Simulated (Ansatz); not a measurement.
Base system: HfN in the rock salt structure (space group Fm-3m, No. 225; a = 4.4683 Å; relaxed with 0.1 eV smearing). Axes: x, y, z lie along the cube axes.

Structures relaxed with LDA (Ansatz, an electronic-structure program), spin-orbit coupling left out.

Base:

Simulated powder pattern, Co Kα, λ = 1.79026 Å (kinematic, ideal powder, no thermal factors, no anomalous dispersion; the 8 strongest lines at most, above 2 %, up to 2θ = 90°):

```json
[
 {"2θ (°)": "40.61", "I/Imax (%)": "100", "hkl": "(111)"},
 {"2θ (°)": "47.24", "I/Imax (%)": "67", "hkl": "(200)"},
 {"2θ (°)": "69.03", "I/Imax (%)": "45", "hkl": "(220)"},
 {"2θ (°)": "83.27", "I/Imax (%)": "45", "hkl": "(311)"},
 {"2θ (°)": "87.89", "I/Imax (%)": "17", "hkl": "(222)"}
]
```

One thing is altered: biaxial strain +2.50 %, plane normal [001], relaxed out of plane (Cartesian); in-plane vectors clamped, the third vector and the atoms free.

After the change:

Simulated powder pattern, Co Kα, λ = 1.79026 Å (kinematic, ideal powder, no thermal factors, no anomalous dispersion; the 8 strongest lines at most, above 2 %, up to 2θ = 90°):

```csv
2θ (°),I/Imax (%),hkl
40.04,100,(111)
46.02,46,(200)
47.66,21,(002)
67.12,16,(220)
68.41,30,(202)
81.12,31,(311)
83.52,14,(113)
86.42,17,(222)
```

The indices refer to the base's conventional cell; one index is shown for lines that coincide. The space group is now I4/mmm (No. 139).

Whether these cells are dynamically stable was not tested. All final runs are without spin polarisation.
